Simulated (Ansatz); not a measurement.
Data:

```xyz
5
Lattice="3.9115 0.0000 0.0000 0.0000 3.9115 0.0000 0.0000 0.0000 3.8792" Properties=species:S:1:pos:R:3 pbc="T T T"
Sr     0.0000     0.0000     0.0000
Ti     1.9557     1.9557     1.9396
O      1.9557     0.0000     1.9396
O      0.0000     1.9557     1.9396
O      1.9557     1.9557     0.0000
```

Method: PBEsol with spin-orbit coupling, rigid bands (plane waves, PAW; Ansatz, a quantum-chemistry and plane-wave program). Condition of this run: biaxial stress xx = yy = -2 GPa (compression positive) (the target of the relaxation). Cell: cell and atoms relaxed with PBEsol, then loaded as said.

**Question.** Predict the electron conductivity mass (n e² τ/σ) at 300 K, by direction if it differs.

**Answer.** 0.61 (x), 0.61 (y), 0.78 (z) mₑ.

**Question.** Predict the hole conductivity mass (n e² τ/σ) at 300 K, by direction if it differs.

**Answer.** 2.0 (x), 2.0 (y), 1.53 (z) mₑ.

**Question.** And the band gap?

**Answer.** 1.81 eV at this level; semilocal functionals usually fall short of the measured gap.

Rigid bands, one relaxation time for all states, no polarons.
